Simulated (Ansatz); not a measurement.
## Parameter sweep on AgAs (Pnma, 8 atoms in the cell)

```
CELL_PARAMETERS angstrom
      8.08310     0.00000     0.00000
      0.00000     4.33369     0.00000
      0.00000     0.00000     5.96176
ATOMIC_POSITIONS crystal
  Ag 0.18000 0.25000 0.12500
  Ag 0.32000 0.75000 0.62500
  Ag 0.82000 0.75000 0.87500
  Ag 0.68000 0.25000 0.37500
  As 0.03600 0.25000 0.61000
  As 0.46400 0.75000 0.11000
  As 0.96400 0.75000 0.39000
  As 0.53600 0.25000 0.89000
```

Base run A: PBE (Ansatz, an electronic-structure program), self-consistent single point.

Its settings: basis.ecutwfc = 30.9 Ry; kpoints.mp_grid.grid = 3 6 4; hamiltonian.xc = pbe; hamiltonian.pseudopotentials = {kind: paw} (the program's default PAW files); scf.occupations.method = methfessel_paxton; scf.occupations.width = 0.0147 Ry.

The starting cell was generated: these elements placed on a structure prototype, without a prior relaxation; it need not be a known phase or ordering of this composition. In the base run, with a pressure of about -6 GPa the cell is away from its equilibrium volume at this level. Ansatz's pressure includes its estimate of the finite-basis (Pulay) stress. The run gives no clean gap (levels at the Fermi energy touch, overlap or are partly filled at this smearing), which alone does not show that the compound is a metal.

ΔF is the free energy per atom less that of run A. 

Run A gave: pressure (GPa) -6.19; largest force (eV/Å) 0.316; TS (meV/atom) -1.6.

Runs:
- B: scf.occupations.width = 0.0001 Ry
- C: scf.occupations.width = 0.0007 Ry
- D: scf.occupations.width = 0.0018 Ry
- E: scf.occupations.width = 0.0037 Ry
- F: scf.occupations.width = 0.0073 Ry
- G: scf.occupations.width = 0.011 Ry
- H: scf.occupations.width = 0.022 Ry
- I: scf.occupations.width = 0.0367 Ry
- J: scf.occupations.width = 0.0588 Ry

Question: What does run J change against A?

Answer: The free energy stays essentially unchanged (within 1 meV/atom), the pressure stays near -6.22 GPa while the yy stress (positive for compression) goes from -4.78 to -5.12 GPa and the largest force goes from 0.316 to 0.300 eV/Å.

Question: What does run F change against A?

Answer: The free energy hardly moves (within 1 meV/atom), the pressure hardly changes (-6.19 to -6.18 GPa) and the largest force goes from 0.316 to 0.306 eV/Å.

```json
[
 {"run": "A", "ΔF (meV/atom)": "0.00", "pressure (GPa)": "-6.19", "largest force (eV/Å)": "0.316", "TS (meV/atom)": "-1.6"},
 {"run": "B", "ΔF (meV/atom)": "-0.38", "pressure (GPa)": "-6.18", "largest force (eV/Å)": "0.309", "TS (meV/atom)": "0.0"},
 {"run": "C", "ΔF (meV/atom)": "-0.41", "pressure (GPa)": "-6.19", "largest force (eV/Å)": "0.309", "TS (meV/atom)": "0.0"},
 {"run": "D", "ΔF (meV/atom)": "-0.45", "pressure (GPa)": "-6.19", "largest force (eV/Å)": "0.309", "TS (meV/atom)": "0.1"},
 {"run": "E", "ΔF (meV/atom)": "-0.55", "pressure (GPa)": "-6.18", "largest force (eV/Å)": "0.309", "TS (meV/atom)": "0.2"},
 {"run": "F", "ΔF (meV/atom)": "-0.63", "pressure (GPa)": "-6.18", "largest force (eV/Å)": "0.306", "TS (meV/atom)": "-0.2"},
 {"run": "G", "ΔF (meV/atom)": "-0.40", "pressure (GPa)": "-6.19", "largest force (eV/Å)": "0.309", "TS (meV/atom)": "-1.0"},
 {"run": "H", "ΔF (meV/atom)": "0.60", "pressure (GPa)": "-6.19", "largest force (eV/Å)": "0.321", "TS (meV/atom)": "-1.1"},
 {"run": "I", "ΔF (meV/atom)": "0.95", "pressure (GPa)": "-6.20", "largest force (eV/Å)": "0.305", "TS (meV/atom)": "-0.4"},
 {"run": "J", "ΔF (meV/atom)": "0.70", "pressure (GPa)": "-6.22", "largest force (eV/Å)": "0.300", "TS (meV/atom)": "2.2"}
]
```

Keys are those of Ansatz 0.2.
